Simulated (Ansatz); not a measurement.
# AlN (model structure, started from the CsCl type, Pm-3m, No. 221, 2 atoms in the cell)

Level of theory: r²SCAN (Ansatz, a quantum-chemistry and plane-wave program, plane waves, PAW).

Run with plane-wave cutoff 560 eV, 22×22×22 k mesh, Fermi–Dirac smearing 0.05 eV, scalar-relativistic PAW data made under PBE.

Cell (relaxed at this level):

```
AlN
1.0
    2.58600     0.00000     0.00000
    0.00000     2.58600     0.00000
    0.00000     0.00000     2.58600
Al N
1 1
Direct
  0.00000   0.00000   0.00000
  0.50000   0.50000   0.50000
```

```json
{
 "band_gap": "zero (no gap)",
 "bulk_modulus": "216 GPa"
}
```

Note: the bulk modulus is −V dP/dV from two relaxed cells at ±2 % in volume; the relaxation could raise the start's symmetry but not lower it, so the cell can be a saddle point.

The result took very roughly 60 core-seconds.

A model structure was made by putting elements into a prototype or built by hand; it is no filed structure, need not be a known phase, and can be a saddle point held by its symmetry.
